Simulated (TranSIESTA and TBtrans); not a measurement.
System: In chain with one C atom in place of In. Leads: straight In chain, spacing 2.9 Å. Geometry: 3 atoms about the centre moved by SIESTA (PBE, DZP) to a largest force of 0.03 eV/Å, all others as built, motion along the axis alone. Transport runs along z; the first 4 and the last 4 of the 15 atoms are the lead cells, repeated to infinity.

```xyz
15
Lattice="9.000 0.000 0.000 0.000 9.000 0.000 0.000 0.000 41.890" Properties=species:S:1:pos:R:3 pbc="F F T"
In     4.500     4.500     0.000
In     4.500     4.500     2.900
In     4.500     4.500     5.800
In     4.500     4.500     8.700
In     4.500     4.500    11.600
In     4.500     4.500    14.500
In     4.500     4.500    17.469
C      4.500     4.500    19.495
In     4.500     4.500    21.521
In     4.500     4.500    24.490
In     4.500     4.500    27.390
In     4.500     4.500    30.290
In     4.500     4.500    33.190
In     4.500     4.500    36.090
In     4.500     4.500    38.990
```

Run with TranSIESTA and TBtrans (open boundaries, self-consistent; PseudoDojo norm-conserving potentials, scalar-relativistic): PAO.BasisSize DZP, PAO.EnergyShift 0.15 eV, XC.Authors PBE, Mesh.Cutoff 200 Ry, ElectronicTemperature 300 K, TS.Voltage 0.0 eV, TBT.Elecs.Eta 0.001 eV, no spin polarisation.

Energies count from the leads' Fermi level. Transmissions are for one spin of a degenerate pair. The energy step is 0.01 eV; narrower resonances are cut or missed.

```
E (eV)      T
------  -----
-0.20   0.666
-0.15   0.943
-0.10    1.20
-0.05    1.28
0.00     1.29
0.05     1.26
0.10     1.23
0.15     1.19
0.20     1.16
```

Problem. Give the zero-bias conductance in μS and the resistance at 300 K.

Solution. At the Fermi level T = 1.29. Averaged with −∂f/∂E over the full grid (kT = 25.9 meV) it is 1.27. With G0 = 2e²/h = 77.48 μS, G = 98.4 μS and R = 1/G = 10.2 kΩ.

Problem. The eigenchannels at the Fermi level transmit 0.651, 0.317, 0.317. What Fano factor of the shot noise follows at low temperature and bias?

Solution. F = Σ τ(1 − τ)/Σ τ = 0.660/1.28 = 0.51.

The straight chain is held at its spacing; free chains may zigzag or dimerise. No spin-polarised start was tried, so a magnetic state, if there is one, is missed.
